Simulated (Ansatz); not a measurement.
Results of PBEsol (plane waves, PAW; Ansatz, a first-principles code) for ScSbTe (model structure, started from the ZrSiS type, P4/nmm, No. 129, 6 atoms in the cell).

Numerical settings: plane-wave cutoff 520 eV, 8×8×4 k mesh (along the axes of the cell as run), Fermi–Dirac smearing 0.01 eV, scalar-relativistic PAW data made under PBE.

Cell (relaxed at this level):

```cif
data_Sb2Sc2Te2
_chemical_formula_sum 'Sc2 Sb2 Te2'
_space_group_name_H-M_alt 'P 1'
_space_group_IT_number 1
_cell_length_a 4.12556
_cell_length_b 4.12556
_cell_length_c 8.66415
_cell_angle_alpha 90.000
_cell_angle_beta 90.000
_cell_angle_gamma 90.000
loop_
_space_group_symop_operation_xyz
  'x, y, z'
loop_
_atom_site_label
_atom_site_type_symbol
_atom_site_fract_x
_atom_site_fract_y
_atom_site_fract_z
_atom_site_occupancy
Sc1 Sc 0.00000 0.50000 0.72603 1
Sc2 Sc 0.50000 0.00000 0.27397 1
Sb1 Sb 0.00000 0.00000 0.00000 1
Sb2 Sb 0.50000 0.50000 0.00000 1
Te1 Te 0.50000 0.00000 0.62142 1
Te2 Te 0.00000 0.50000 0.37858 1
```

### Question
What does this level give for the bulk modulus?

### Answer

- bulk modulus: 71.2 GPa

The run finds no gap.

Note: the bulk modulus is −V dP/dV from two relaxed cells at ±2 % in volume; the relaxation could raise the start's symmetry but not lower it, so the cell can be a saddle point.

Spin–orbit coupling is not included; it can open a gap where bands touch, and shift volumes and moduli.

Static lattice: no zero-point or thermal effects.

Computing time: about 2.5 core-minutes (a rough figure).

A model structure was made by putting elements into a prototype or built by hand; it is no filed structure, need not be a known phase, and can be a saddle point held by its symmetry.
